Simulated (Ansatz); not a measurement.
Start from ZnS in the wurtzite structure (space group P6_3mc, No. 186; a = 3.8451 Å, c = 6.3057 Å).

One thing is altered: an isotropic linear strain of +2.93 %; the atoms relax in the strained cell.

Levels (all Ansatz, a quantum-chemistry and plane-wave program, PAW): PBE (420 eV, no spin-orbit coupling); r2SCAN (500 eV, spin-orbit coupling left out); HSE06 (420 eV, without spin-orbit coupling); PBE+SOC (420 eV, with spin-orbit coupling).

One geometry, relaxed with PBE, under each level:

The valence-band top lists the three highest levels at Γ (Kramers pairs under SOC), from the VBM.

```json
[
 {"level": "PBE", "band gap": "1.71 eV", "lowest conduction level above the VBM at special points": "Γ 1.71 eV; A 3.20 eV; L 3.48 eV; M 3.71 eV", "valence-band top at Γ": "0.00, 0.00, -0.06 eV", "electron mass": "0.14 mₑ along c, 0.16 mₑ across (at Γ)", "hole mass": "–", "pressure": "-4.94 GPa"},
 {"level": "r2SCAN", "band gap": "2.24 eV", "lowest conduction level above the VBM at special points": "Γ 2.24 eV; A 3.71 eV; L 3.90 eV; M 4.09 eV", "valence-band top at Γ": "–", "electron mass": "0.16 mₑ along c, 0.18 mₑ across (at Γ)", "hole mass": "–", "pressure": "-7.09 GPa"},
 {"level": "HSE06", "band gap": "___", "lowest conduction level above the VBM at special points": "___", "valence-band top at Γ": "–", "electron mass": "–", "hole mass": "–", "pressure": "–"},
 {"level": "PBE+SOC", "band gap": "1.68 eV", "lowest conduction level above the VBM at special points": "Γ 1.68 eV; A 3.18 eV; L 3.46 eV; M 3.69 eV", "valence-band top at Γ": "0.00, -0.02, -0.10 eV", "electron mass": "0.14 mₑ along c, 0.16 mₑ across (at Γ)", "hole mass": "1.8 mₑ along c, 0.29 mₑ across (at Γ)", "pressure": "-4.95 GPa"}
]
```

### Question
Give the withheld HSE06 results.

### Answer

- HSE06, band gap: 2.88 eV
- HSE06, lowest conduction level above the VBM at special points: Γ 2.88 eV; A 4.43 eV; L 4.61 eV

Single points use the geometry relaxed with PBE. Their cutoffs differ, which shifts pressures a little. The spin-orbit shifts are approximate. Effective masses come from finite differences of ±0.01 Å⁻¹. Stability against distortions was not tested.
